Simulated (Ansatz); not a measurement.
The starting structures come from a database of crystals and need not be the phases stable at ambient conditions.

Tunnelling through a barrier is set by its complex band structure: the current falls as exp(−2κd) with the smallest κ.

Here is the system:

```
CELL_PARAMETERS angstrom
      7.54933     0.00000     0.00000
      2.80374     7.00938     0.00000
      2.23161    -3.60027     6.53353
ATOMIC_POSITIONS crystal
  Cs 0.24577 0.52166 0.27589
  Cs 0.75423 0.47834 0.72411
  Pd 0.00000 0.00000 0.00000
  I  0.65691 0.00607 0.34916
  I  0.34309 0.99393 0.65084
  Br 0.80850 0.40438 0.18146
  Br 0.19150 0.59562 0.81854
  Br 0.77708 0.01004 0.81854
  Br 0.22292 0.98996 0.18146
```

Space group of this cell: C2/m. The cell is taken as given; by PBEsol its mean pressure is -1.8 GPa.

Transport runs along the normal of the first two printed cell vectors.

The gap is the functional's own, uncorrected, and κ follows it; spin-orbit coupling is left out. Mid-gap values are interpolated between the computed energies.

Problem. Compute, with PBEsol in Ansatz (a program for electronic structure), the band gap and the smallest decay constant κ at mid-gap.

Solution. Gap 0.65 eV on a 6×6×6 mesh; κ = 0.108 1/Å, at (0.500, 0.500) of the in-plane reciprocal vectors. At the zone centre, at the nearest computed energy, the slowest state has κ = 0.15 1/Å.
